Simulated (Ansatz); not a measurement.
# Convergence test for BAs (F-43m, 2 atoms in the cell)

```
CELL_PARAMETERS angstrom
      0.00000     2.43252     2.43252
      2.43252     0.00000     2.43252
      2.43252     2.43252     0.00000
ATOMIC_POSITIONS crystal
  B  0.25000 0.25000 0.25000
  As 0.00000 0.00000 0.00000
```

Method: HSE06, PAW files made with PBE (plane waves; Ansatz, a program for electronic structure).

The starting cell comes from a database of computed structures (which also holds hypothetical and non-ambient phases and stackings), without a prior relaxation at this level. Its lattice was rescaled by a random factor within 2.5 % of one. In the base run, with a pressure of about -8 GPa the cell is away from its equilibrium volume at this level. Ansatz's pressure includes its estimate of the finite-basis (Pulay) stress.

Held fixed: basis.ecutwfc = 30.9 Ry; hamiltonian.xc = hse06; hamiltonian.pseudopotentials = {kind: paw} (the program's default PAW files); scf.occupations.method = gaussian; scf.occupations.width = 0.0015 Ry.

ΔF is the free energy per atom less that of the last row (9 9 9).

```
kpoints.mp_grid.grid  ΔF (meV/atom)  pressure (GPa)  gap on the mesh (eV)  k-points
--------------------  -------------  --------------  --------------------  --------
5 5 5                          24.6           -7.45                 1.892        10
7 7 7                           2.5           -7.58                 1.902        20
8 8 8                          0.65           -7.58                 1.887        29
9 9 9                          0.00           -7.58                 1.931        35
```

Gap on the mesh within 0.02 eV of the last row: only the last setting itself: the one before it still differs by 0.044 eV, so the series does not show convergence to this tolerance.

Energy within 1 meV/atom of the last row: from kpoints.mp_grid.grid = 8 8 8 on; the one before it is off by 2.5 meV/atom. Only the last setting checks this, so the series should go further.

Gaps are taken between levels on the mesh.

Left out of this page: 1 run of the series stopped by limits of time or memory.

Keys are those of Ansatz 0.2.
